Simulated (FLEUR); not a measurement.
Band structure of ZnIr (P-6m2, 2 atoms in the cell).

```
CELL_PARAMETERS angstrom
      2.77718     0.00000     0.00000
     -1.38859     2.40511     0.00000
      0.00000     0.00000     4.16386
ATOMIC_POSITIONS crystal
  Zn 0.66667 0.33333 0.50000
  Ir 0.00000 0.00000 0.00000
```

Method of the run: LDA (Perdew-Zunger), all-electron FLAPW (FLEUR), scalar-relativistic valence.

Settings: Kmax = 4.4 1/bohr; GmaxXC = 15.4 1/bohr; xcFunctional = pz; jspins = 1; l_soc = F; mode = hist; fermiSmearingEnergy = 0.00367493 Htr; mesh (inpgen div1-3) = 18 18 11; inpgen gamma flag = true; Gmax = 15.4 1/bohr; numbands = 0; maxIterBroyd = 25; imix = Anderson; alpha = 0.05.

The starting cell comes from a database of computed structures (which also holds hypothetical and non-ambient phases and stackings), without a prior relaxation at this level. Spin-orbit coupling is off. Spin polarisation is off. Values depend on the basis (sphere radii, cutoffs, local orbitals), which need not be converged.

Levels in eV from the Fermi level, bands 10 to 17:
```tsv
point	10	11	12	13	14	15	16	17
Γ	-4.95	-2.64	-2.64	-0.67	-0.06	-0.06	5.51	14.55
M	-4.24	-3.75	-1.98	-0.61	1.47	3.66	7.05	7.20
K	-3.41	-3.22	-2.88	-2.18	2.21	2.52	3.20	10.83
A	-6.78	-3.27	-2.47	-2.47	-0.15	-0.15	11.71	14.45
L	-4.89	-1.28	-1.28	-1.18	0.70	1.48	4.45	6.24
H	-3.88	-3.53	-2.84	-0.84	1.35	5.09	5.48	5.92
```
